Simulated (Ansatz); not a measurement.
# Ta₃N₅ (Cmcm, No. 63)

Level of theory: r²SCAN+rVV10 (Ansatz, an electronic-structure program, PAW).

Numerical settings: plane-wave cutoff 500 eV, 12×12×4 k mesh (along the axes of the cell as run), Fermi–Dirac smearing 0.05 eV, scalar-relativistic PAW data made under PBE.

Cell (relaxed at this level):

Space group Cmcm (No. 63); a = 3.8667 Å, b = 10.2437 Å, c = 10.2736 Å, α = β = γ = 90.00°

| atom | site | symmetry | x | y | z |
|---|---|---|---|---|---|
| Ta | 4c | m2m | 0.0000 | 0.1969 | 0.7500 |
| Ta | 8f | m.. | 0.0000 | 0.1334 | 0.0600 |
| N | 8f | m.. | 0.0000 | 0.0470 | 0.6191 |
| N | 8f | m.. | 0.0000 | 0.6919 | 0.0738 |
| N | 4c | m2m | 0.0000 | 0.2367 | 0.2500 |
(The calculation used a cell of 16 atoms; values per cell refer to that cell.)

* **band gap**: 1.61 eV (on the SCF k mesh)

Measured, for comparison: band gap 2.18 eV (temperature not stated, not corrected to a static lattice, indirect, Tauc analysis with phonon absorption and emission, films; as tabulated in Eichhorn et al. (2021), doi:10.1039/d1ta05282a).

Spin–orbit coupling is not included.
